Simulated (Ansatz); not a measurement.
Levels about the gap of amorphous In9Ga9Zn9O38Si (66 atoms in a cell of 839 Å³, 5.71 g/cm³; zone centre alone, so wide bands show as single levels with stretches between that a denser mesh fills), at the geometry that PBE relaxed, where it gives -0.8 GPa on a denser mesh. The participation number counts the atoms over which a state spreads; weights are charges in smoothed Voronoi cells. The levels come from a single point, so bond lengths are those of that geometry. Method of the levels: PBE, scalar-relativistic without spin-orbit coupling (Ansatz, a quantum-chemistry and plane-wave program). Sampling: the zone centre alone; Fermi-Dirac width 0.02 eV; no spin polarisation. At PBE the levels at the filled edge of the gap are localised (band-tail or defect states).

It comes from a melt-quench run on a machine-learned potential (CHGNet), relaxed afterwards by DFT. O atoms were pushed apart under 1.9 Å during the dynamics, to hinder bonds among them. The hot cell started wider than the set density and was brought back towards it in steps. It is the lowest in DFT energy of 2 quenches. It is a model cell: composition and starting density were chosen by hand, and all elements were melted together. No dispersion term was used. Its density started from a set value of 5.71 and ended at 5.71 g/cm³. The quench (nominally 210 K/ps over its main leg) was far faster than any real one, so the model tends to hold more defects than a real film. Values belong to this one cell and scatter from quench to quench. The volume was held where the preparation left it, at a PBE pressure of -0.8 GPa (tension). Stress components on the final sampling reach 2.2 GPa.

| E - E(highest filled), eV | filling | participation number | largest on | weight O | weight In | weight Zn | weight Ga |
|---|---|---|---|---|---|---|---|
| -0.37 | filled | 13.3 | O, 3 neighbours | 0.90 | 0.02 | 0.06 | 0.02 |
| -0.35 | filled | 23.4 | O, 4 neighbours | 0.86 | 0.02 | 0.10 | 0.02 |
| -0.26 | filled | 13.9 | O, 3 neighbours | 0.84 | 0.02 | 0.13 | 0.02 |
| -0.24 | filled | 19.9 | O, 3 neighbours | 0.87 | 0.02 | 0.10 | 0.01 |
| -0.19 | filled | 19.3 | O, 3 neighbours | 0.81 | 0.02 | 0.16 | 0.01 |
| -0.14 | filled | 17.5 | O, 3 neighbours | 0.82 | 0.02 | 0.14 | 0.02 |
| 0.00 | filled | 5.3 | O, 3 neighbours | 0.90 | 0.01 | 0.07 | 0.01 |
| 0.71 | empty | 57.6 | In, 6 neighbours | 0.50 | 0.23 | 0.14 | 0.12 |
| 3.30 | empty | 17.0 | In, 5 neighbours | 0.58 | 0.35 | 0.04 | 0.03 |
| 3.40 | empty | 15.5 | In, 6 neighbours | 0.57 | 0.33 | 0.04 | 0.06 |
| 3.66 | empty | 27.2 | In, 6 neighbours | 0.59 | 0.27 | 0.08 | 0.06 |
| 3.85 | empty | 34.5 | Zn, 3 neighbours | 0.55 | 0.18 | 0.18 | 0.09 |
| 3.94 | empty | 34.1 | In, 5 neighbours | 0.57 | 0.23 | 0.14 | 0.06 |
| 4.14 | empty | 41.5 | In, 7 neighbours | 0.55 | 0.27 | 0.06 | 0.12 |

Most localised among these is the filled level at +0.00 eV, on a O atom, which has 3 neighbours (Ga 1.90 Å, Zn 2.04 Å, In 2.14 Å).
